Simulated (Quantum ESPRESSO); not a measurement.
Input and output of a self-consistent single point for LaGe₂Pd₂ (I4mm, 5 atoms in the cell) (Quantum ESPRESSO).

Level of theory: LDA (PZ), GBRV 1.5 ultrasoft (LDA) pseudopotentials (plane waves; Quantum ESPRESSO).

```
La(GePd)2
1.0
   -2.18820     2.18820     5.03688
    2.18820    -2.18820     5.03688
    2.18820     2.18820    -5.03688
La Ge Pd
1 2 2
Direct
  0.00496   0.00496   0.00000
  0.62413   0.62413   0.00000
  0.37587   0.37587   0.00000
  0.25000   0.75000   0.50000
  0.75000   0.25000   0.50000
```

Reference input (self-consistent single point, DFT, LDA (PZ), plane waves, GBRV 1.5 ultrasoft (LDA) pseudopotentials): ecutwfc = 50 Ry; ecutrho = 400 Ry; occupations = smearing; smearing = fd; degauss = 0.0073499 Ry; potentials = {La: la_lda_v1.uspp.F.UPF, Ge: ge_lda_v1.4.uspp.F.UPF, Pd: pd_lda_v1.4.uspp.F.UPF}; K_POINTS = automatic 5 5 5 0 0 0; conv_thr = 1e-10 Ry. This run's input differs from it in these lines:

```diff
@@ -16,3 +16,3 @@
    smearing = 'fd',
-   degauss = 0.0073499,
+   degauss = 0.02205,
 /
@@ -32,3 +32,3 @@
 K_POINTS automatic
-5 5 5  0 0 0
+7 7 7  0 0 0
 CELL_PARAMETERS angstrom
```

The program printed (abridged):

```
     Self-consistent Calculation

     iteration #  1     ecut=    50.00 Ry     beta= 0.70

     negative rho (up, down):  1.424E-01 0.000E+00

     total energy              =    -917.00235939 Ry
     estimated scf accuracy    <      11.93959812 Ry

     iteration #  2     ecut=    50.00 Ry     beta= 0.70

     negative rho (up, down):  1.488E-01 0.000E+00

     total energy              =    -921.64723243 Ry
     estimated scf accuracy    <      43.94776873 Ry

     iteration #  3     ecut=    50.00 Ry     beta= 0.70

     negative rho (up, down):  1.498E-01 0.000E+00

     total energy              =    -926.42941070 Ry
     estimated scf accuracy    <       3.59962327 Ry

   [... 11 blocks of this kind left out ...]

     iteration # 15     ecut=    50.00 Ry     beta= 0.70

     negative rho (up, down):  2.130E-01 0.000E+00

     total energy              =    -926.33512964 Ry
     estimated scf accuracy    <          2.0E-10 Ry

     iteration # 16     ecut=    50.00 Ry     beta= 0.70

     negative rho (up, down):  2.130E-01 0.000E+00
     End of self-consistent calculation

     the Fermi energy is    14.2284 ev

!    total energy              =    -926.33512965 Ry
     estimated scf accuracy    <          8.0E-12 Ry
     smearing contrib. (-TS)   =      -0.05981783 Ry
     internal energy E=F+TS    =    -926.27531182 Ry

     convergence has been achieved in  16 iterations

     negative rho (up, down):  2.130E-01 0.000E+00

     Forces acting on atoms (cartesian axes, Ry/au):

     atom    1 type  1   force =     0.00000000    0.00000000   -0.00899183
     atom    2 type  2   force =     0.00000000   -0.00000000    0.01279380
     atom    3 type  2   force =     0.00000000    0.00000000   -0.00966885
     atom    4 type  3   force =     0.00000000    0.00000000    0.00293344
     atom    5 type  3   force =     0.00000000    0.00000000    0.00293344

     Total force =     0.018848     Total SCF correction =     0.000006

     negative rho (up, down):  2.130E-01 0.000E+00
          total   stress  (Ry/bohr**3)                   (kbar)     P=      -46.05
  -0.00035829   0.00000000  -0.00000000          -52.71        0.00       -0.00
   0.00000000  -0.00035829  -0.00000000            0.00      -52.71       -0.00
   0.00000000   0.00000000  -0.00022246            0.00        0.00      -32.72

   JOB DONE.
```

The run converged in 16 iterations. Against the reference run the free energy goes down by 73.0 meV/atom, the pressure goes from -5.08 to -4.60 GPa and the largest force goes from 0.236 to 0.329 eV/Å. The full log also holds: “c_bands:  1 eigenvalues not converged”. The full log also holds: “c_bands:  2 eigenvalues not converged”.

The starting cell comes from a database of computed structures (which also holds hypothetical and non-ambient phases and stackings), without a prior relaxation at this level. Its lattice was rescaled by up to half a per cent. One atom was moved a little off its site on purpose. Spin polarisation is off. With a pressure of about -5 GPa the cell is away from its equilibrium volume at this level.

Cost on one core of a shared machine: roughly 4 min.
